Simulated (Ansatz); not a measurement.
The parent structure is LiF in the CsCl type structure (space group Pm-3m, No. 221; a model cell, its experimental status unchecked).

```yaml
crystal:
  lattice:
    - [2.51654, 0.00000, 0.00000]
    - [0.00000, 2.51654, 0.00000]
    - [0.00000, 0.00000, 2.51654]
  atoms:
    - { symbol: Li, position: [0.00000, 0.00000, 0.00000] }
    - { symbol: F, position: [0.50000, 0.50000, 0.50000] }
```

Cartesian axes are those of the cell as printed.

Method: r2SCAN (Ansatz, an electronic-structure program; PAW; 500 eV plane waves; spin-orbit coupling left out).

It is then changed as follows: the cell is scaled by 0.9816 in all directions; the atoms relax in the strained cell.

Problem. Predict the stress tensor and what it implies for the stiffness.

Solution. Stress of the strained cell less that of the base (GPa, compression positive):
```
   4.85    0.00    0.00
   0.00    4.85    0.00
   0.00    0.00    4.85
```

Then B = −ΔP/(ΔV/V₀) with ΔV/V₀ = -0.0542 gives secant stiffness values (nonlinear terms included at this strain): B ≈ 90 GPa.

As a check, the harmonic strain energy −½ V₀ Δσ:ε is 6.7 meV/atom; the computed energy rise is 6.2 meV/atom.

Whether these cells are dynamically stable was not tested. This is not the structure that LiF has at room temperature and ambient pressure.
